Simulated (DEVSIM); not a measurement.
Structure: abrupt Si p-n junction, at 300 K.

Layer 1 from the left is Si, thickness (μm) 2.80, Na (cm⁻³) 7.8e16, τn (s) 3.7e-7, τp (s) 3.7e-7. Layer 2 from the left is Si, thickness (μm) 66.0, Nd (cm⁻³) 8.4e16, τn (s) 3.7e-7, τp (s) 3.7e-7.

Left contact: ohmic. Right contact: ohmic. Voltage is applied to the left contact. Recombination: SRH at mid-gap. Mobility is constant in doping.

The device is made up for the run: typed textbook-type constants, with dimensions and the other settings drawn at random. Values at 300 K.

Si: gap (eV) 1.124, affinity (eV) 4.05, permittivity 11.7, Nc (cm⁻³) 2.86e19, Nv (cm⁻³) 3.1e19, μn (cm²/Vs) 1417, μp (cm²/Vs) 470.

Simulated with DEVSIM: 1D drift-diffusion, Boltzmann statistics, complete ionisation; no tunnelling, impact ionisation, image-force lowering or self-heating.

### Question
What does the simulation give for the dark forward voltage at 1 A/cm², the largest field in the device at zero bias, the potential step across the device at zero bias, the dark forward voltage at 100 A/cm²?

### Answer
dark forward voltage at 1 A/cm² 0.624 V; largest field in the device at zero bias 98000 V/cm; potential step across the device at zero bias 0.819 V; dark forward voltage at 100 A/cm² 0.780 V.
